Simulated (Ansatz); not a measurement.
# Ca3GeO, element substitutions

Take Ca$_{3}$GeO (space group Imma, No. 74; a cell from a computed database, its experimental status unchecked) as the base.

```yaml
crystal:
  lattice:
    - [-3.29993, 4.66693, 3.31126]
    - [3.29993, -4.66693, 3.31126]
    - [3.29993, 4.66693, -3.31126]
  atoms:
    - { symbol: Ca, position: [0.76888, 0.00000, 0.26888] }
    - { symbol: Ca, position: [0.23112, 0.00000, 0.73112] }
    - { symbol: Ca, position: [0.23112, 0.50000, 0.23112] }
    - { symbol: Ca, position: [0.76888, 0.50000, 0.76888] }
    - { symbol: Ca, position: [0.71287, 0.46287, 0.25000] }
    - { symbol: Ca, position: [0.28713, 0.53713, 0.75000] }
    - { symbol: Ge, position: [0.24913, 0.99913, 0.25000] }
    - { symbol: Ge, position: [0.75087, 0.00087, 0.75000] }
    - { symbol: O, position: [0.00000, 0.50000, 0.50000] }
    - { symbol: O, position: [0.50000, 0.50000, 0.00000] }
```

Each row replaces one element on all its sites; cell and atoms are relaxed.

Method: Kohn–Sham DFT with the PBEsol functional, run in Ansatz (a quantum-chemistry and plane-wave program) with PAW and 420 eV plane waves, scalar-relativistic without spin-orbit coupling.

| variant | shortest interatomic distance | density | band gap |
|---|---|---|---|
| base | 2.344 Å | 3.40 g/cm³ | zero |
| Ge → Se | 2.257 Å | 3.13 g/cm³ | zero |
| Ca → Na | 2.268 Å | 2.73 g/cm³ | zero |
| O → S | [?] | [?] | [?] |

Question: Some entries are withheld; estimate them.

Answer: 
- O → S, shortest interatomic distance: 2.674 Å
- O → S, density: 2.71 g/cm³
- O → S, band gap: 0.59 eV

Whether these cells are dynamically stable was not tested. As relaxed here, Ca3SeO, Na3GeO and Ca3GeS are hypothetical phases, not in the database extracts checked. All final runs are without spin polarisation. Ca3SeO and Na3GeO have a high density of states at the Fermi level and may be magnetic at this level. Gaps under 0.05 eV, about the width of the smearing, are given as zero. The zero or small gap of Ca3GeO can change with the level of theory.
